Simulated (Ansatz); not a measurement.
# Pt3Ti: energy against volume

Pt3Ti (L1_2, Pm-3m, 15.383 Å³/atom and stress up to 0.01 GPa in the relaxed cell, cube axes along x, y and z) under hydrostatic pressure, with the cell free. PBE in Ansatz, a plane-wave DFT program (PAW, default set), 420 eV, 12×12×12 Γ-centred mesh, Fermi-Dirac smearing 0.05 eV; ions are relaxed, or left where forces stay under 0.02 eV/Å, within the symmetry of each cell.

Here V stands for volume and E for E less E0.

```csv
volume (Å³/atom),E less E0 (meV/atom),pressure (GPa)
15.5180,0.87,-2.02
15.4500,0.22,-1.02
15.3827,0.00,0.00
15.3253,0.15,0.89
15.2489,0.85,2.10
15.1042,3.81,4.51
14.8536,14.29,9.00
14.5540,36.61,15.00
13.9297,?,?
```

### Question
Fit E against V with the third-order Birch-Murnaghan form, a cubic in V^(-2/3), and predict the withheld value at V = 13.9297.

### Answer
With u = V^(-2/3) - 0.1632, the rows have u = -0.0024654, -0.0019941, -0.0015242, -0.0011208, -0.0005799, 0.0004571, 0.0022927, 0.0045561. Least squares gives E = 2.244 + 2971.3·u + 987732·u² + 3435115·u³. Residuals (row less fit): -0.001, 0.001, 0.002, 0.000, -0.002, 0.001, 0.000, 0.000; standard error 0.002 (degrees of freedom: 4). Its minimum lies at u = -0.0015161, so V0 = (0.1616839)^(-3/2) = 15.38. There d²E/du² = 1944000 and d³E/du³ = 2.061e7, so B0 = (4/9) × 15.38^(-7/3) × 1944000 × 0.160218 = 235 GPa (the last factor turns the table's units into GPa), and B0' = 4 + (2/3) × 0.1616839 × (2.061e7)/1944000 = 5.1. B0' rests on the cubic coefficient alone and has a standard error of 0.1 from these residuals. At the withheld row, u = 0.0095317, so E = 2.244 + 2971.3 × 0.0095317 + 987732 × 0.0095317² + 3435115 × 0.0095317³ = 123.279 meV/atom. The calculation gives 123.06 meV/atom, 0.219 meV/atom below the prediction (0.2 % of the range of E in the table). The row lies outside the fitted rows, so this is an extrapolation. The scatter of the fitted rows lies at the last printed digit.

In a metal these values are sensitive to mesh and smearing; energies are taken to zero smearing, stresses follow the free energy. The runs aren't spin-polarised. Spin-orbit coupling is left out, which can shift these values for the heavy elements here. Other structures, which can take over under pressure, weren't tried. The same form fitted to the pressure column gives B0' = 5.0; series where the two differ by over 0.4 aren't shown. Rows are the converged runs of the series near zero and its far end, less any whose ions stayed unrelaxed beside relaxed ones; series whose fitted rows scatter by over a few per cent of the range, as at a crossing or softening among them, aren't shown in this form.
